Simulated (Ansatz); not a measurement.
For GaSb (model structure, started from the WC type, P-6m2, No. 187, 2 atoms in the cell), PBEsol (PAW; Ansatz, a first-principles code) gives:

```
Item                                   Value
------------------------------  ------------
equilibrium lattice constant a       3.877 Å
lattice parameter c                  3.637 Å
cohesive energy                 3.00 eV/atom
```

Question: What does r²SCAN+rVV10 in Ansatz (plane waves, PAW) give for the same quantities?

Answer: 
- lattice constant a: 3.964 Å (rises by 2.2 %)
- lattice parameter c: 3.551 Å (falls by 2.4 %)
- cohesive energy: 2.77 eV/atom (shrinks by 0.23 eV/atom)

Changes are worked out from the printed values.

Unless a cell is named, each level is at its own relaxed cell (PBEsol 23.68, r²SCAN+rVV10 24.16 Å³/atom).

Levels without +SOC leave out spin–orbit coupling, which shifts energies and cells of such heavy elements.

Ansatz's density-functional and Hartree–Fock values are scalar-relativistic unless marked +SOC, with PAW data made under PBE.

A model structure was made by putting elements into a prototype or built by hand; it is no filed structure, need not be a known phase, and can be a saddle point held by its symmetry.
